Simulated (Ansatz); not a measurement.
TiSi2 under a change: tensor shear ε_yz = +0.55 %

Consider TiSi2 (space group Cmcm, No. 63; a = 3.515 Å, b = 13.348 Å, c = 3.557 Å). Axes: x, y, z lie along a, b, c of the conventional cell.

One thing is altered: tensor shear ε_yz = +0.55 % (engineering shear γ = 0.0110); the atoms relax in the strained cell.

Calculations: PBEsol (Ansatz, an electronic-structure program; PAW; 420 eV plane waves; no spin-orbit coupling). k-mesh 14×14×13 (Γ-centred); smearing 0.05 eV (Fermi–Dirac).

- Volume per atom: 13.91 Å³ (base 13.91 Å³)
- Space group: C2/m (No. 12) (base Cmcm (No. 63))
- Shortest interatomic distance: 2.385 Å (base 2.394 Å)
- Energy relative to the base (free energy F): +0.7 meV/atom
- Pressure (mean of the normal stresses, compression positive): 0.0 GPa (base 0.0 GPa)
- Band gap: zero (base zero)
- Stress (xx, yy, zz, yz, xz, xy; compression positive): (0.0, 0.0, 0.0, -1.4, 0.0, 0.0) GPa (rough)

Final structure:

```yaml
crystal:
  lattice:
    - [1.75744, -6.67398, -0.03671]
    - [1.75744, 6.67398, 0.03671]
    - [0.00000, 0.01956, 3.55712]
  atoms:
    - { symbol: Si, position: [0.93996, 0.06004, 0.74924] }
    - { symbol: Si, position: [0.06004, 0.93996, 0.25076] }
    - { symbol: Si, position: [0.25041, 0.74959, 0.74984] }
    - { symbol: Si, position: [0.74959, 0.25041, 0.25016] }
    - { symbol: Ti, position: [0.60248, 0.39752, 0.74980] }
    - { symbol: Ti, position: [0.39752, 0.60248, 0.25020] }
```

Cost of the whole job for the changed cell (relaxation, final SCF and bands): very roughly 6 core-minutes.

Without a gap, meshes like the base's 14×14×13 leave anisotropic stresses uncertain by several tenths of a GPa, and small strain energies with them. Whether these cells are dynamically stable was not tested. The final runs are not spin-polarised.
